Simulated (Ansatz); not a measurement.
Worked example: relaxation of cell and atoms of CsHg (P-1, 8 atoms in the cell) in Ansatz (an electronic-structure program).

Method: LDA (PW92), PAW files made with PBE (plane waves; Ansatz).

```
CELL_PARAMETERS angstrom
      7.17696     0.00000     0.00000
     -0.22672     7.51247     0.00000
     -1.79163    -2.38048     6.99534
ATOMIC_POSITIONS crystal
  Cs 0.75721 0.34052 0.55139
  Cs 0.24279 0.65948 0.44861
  Cs 0.31213 0.21193 0.86098
  Cs 0.68787 0.78807 0.13902
  Hg 0.81114 0.89539 0.71290
  Hg 0.18886 0.10461 0.28710
  Hg 0.13512 0.75270 0.94632
  Hg 0.86488 0.24730 0.05368
```

Reference input (self-consistent single point, DFT, LDA (PW92), plane waves, PAW files made with PBE): basis.ecutwfc = 30.9 Ry; kpoints.mp_grid.grid = 3 3 3; hamiltonian.xc = lda; hamiltonian.pseudopotentials = {kind: paw} (the program's default PAW files); scf.occupations.method = gaussian; scf.occupations.width = 0.0073 Ry. This run's input differs from it in these lines:

```diff
@@ -29,2 +29,4 @@
     width: 0.0073 Ry
+relax:
+  cell: {}
 output:
```

Log, with long lists cut:

```
   [... SCF lines of the steps left out ...]
relax step   1: F+E_penalty+E_count = -76117.79580676 eV  Δ(F+E_penalty+E_count) = +0.000e0 eV  max|allowed force component| = 1.730e-1 eV/Å  Δτ_max = 0.0000 Å  P = -1.183 GPa  Ω = 377.166 Å³  (10 SCF iters, dr2 threshold 1.00e-7 eV, accepted)
relax step   2: F+E_penalty+E_count = -76117.88535259 eV  Δ(F+E_penalty+E_count) = -8.955e-2 eV  max|allowed force component| = 1.017e-1 eV/Å  Δτ_max = 0.0173 Å  P = -0.883 GPa  Ω = 364.275 Å³  energy of the carried Pulay correction = +8.908e-4 eV  [...]
   [... lines left out ...]
relax step  10: F+E_penalty+E_count = -76118.07598120 eV  Δ(F+E_penalty+E_count) = -2.858e-4 eV  max|allowed force component| = 3.245e-3 eV/Å  Δτ_max = 0.0076 Å  P = -0.002 GPa  Ω = 318.776 Å³  energy of the carried Pulay correction = +4.300e-3 eV  [...]
relax step  11: F+E_penalty+E_count = -76118.07304979 eV  Δ(F+E_penalty+E_count) = +2.931e-3 eV  max|allowed force component| = 3.215e-3 eV/Å  Δτ_max = 0.0000 Å  P = -0.007 GPa  Ω = 318.776 Å³  stress off target by 2.01e-2 GPa  SCF on the basis [...]
basis re-selected at this cell: Δ(F+E_penalty+E_count) = +2.931e-3 eV, ΔP = -0.005 GPa vs the last step
the relaxation is at rest under the 2 symmetry operations that the run kept from its start: a minimum is not shown …
Free energy (F): -76118.073050 eV
Internal energy: -76118.051996 eV  (E = F + TS)
E sigma→0 (E₀):  -76118.062523 eV
Entropy (-TS):   -0.021054 eV (-2.632 meV/atom)
Fermi energy:    8.555164 eV
--- Forces (eV/Å), atoms counted from 1 ---
  atom   1  Cs    -0.00024292     0.00218539     0.00084430
   [... lines left out ...]
  cell:  # Å, volume = 318.7761 Å³
   [... lines left out ...]
    - { symbol: Hg, position: [0.821466042573394, 0.9021944716600334, 0.7339210895571331] }
    - { symbol: Hg, position: [0.17853395742660633, 0.09780552833996707, 0.2660789104428671] }
    - { symbol: Hg, position: [0.09336719729435036, 0.6995229422749498, 0.9719978340420714] }
    - { symbol: Hg, position: [0.9066328027056498, 0.30047705772505073, 0.028002165957928895] }
```

The run converged. 

Summary of the result:
```
Quantity                                                                                                                 Result
-----------------------------------------------  ------------------------------------------------------------------------------
Free energy E − TS (on the zero of these files)                                                                  -76118.0730 eV
Fermi level (on the code's own zero)                                                                                    8.56 eV
Pressure                                                                                                              -0.01 GPa
Largest force (vector length)                                                                                        0.004 eV/Å
Final cell                                       a = 6.9086 Å, b = 6.7235 Å, c = 7.3082 Å, α = 101.70°, β = 103.00°, γ = 97.08°
Final volume per atom                                                                                                  39.85 Å³
Relaxation steps                                                                                                             11
```

The starting cell comes from a database of computed structures (which also holds hypothetical and non-ambient phases and stackings), without a prior relaxation at this level. Its lattice was rescaled by a random factor within 2.5 % of one. Ansatz's pressure includes its estimate of the finite-basis (Pulay) stress.

Cost on one core of a shared machine: roughly 4 min.

Keys are those of Ansatz 0.2.
